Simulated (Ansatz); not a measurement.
**Effect of isotropic strain +0.79 % on Al**

Consider Al in the fcc (Cu type) structure (space group Fm-3m, No. 225; a = 4.0408 Å; relaxed with 0.1 eV smearing).

One thing is altered: an isotropic linear strain of +0.79 %, atoms relaxed at fixed cell.

Level of theory: DFT with PBE, PAW potentials and a 420 eV plane-wave cutoff in Ansatz (a first-principles code), no spin-orbit coupling, earlier PAW set. Γ-centred 28×28×28 mesh, Fermi–Dirac width 0.1 eV.

```json
[
 {"quantity": "volume per atom", "base": "16.49 Å³", "changed": "16.89 Å³", "shift": "+0.394 Å³"},
 {"quantity": "space group", "base": "Fm-3m (No. 225)", "changed": "Fm-3m (No. 225)", "shift": "–"},
 {"quantity": "energy relative to the base (free energy F)", "base": "0 meV/atom", "changed": "+2.2 meV/atom", "shift": "+2.2 meV/atom"},
 {"quantity": "pressure", "base": "0.0 GPa", "changed": "-1.7 GPa", "shift": "-1.7 GPa"},
 {"quantity": "band gap", "base": "zero", "changed": "zero", "shift": "–"}
]
```

Cost of the whole job for the changed cell (relaxation, final SCF and bands): about 14 core-seconds (a rough figure).

No phonon test of stability was made.
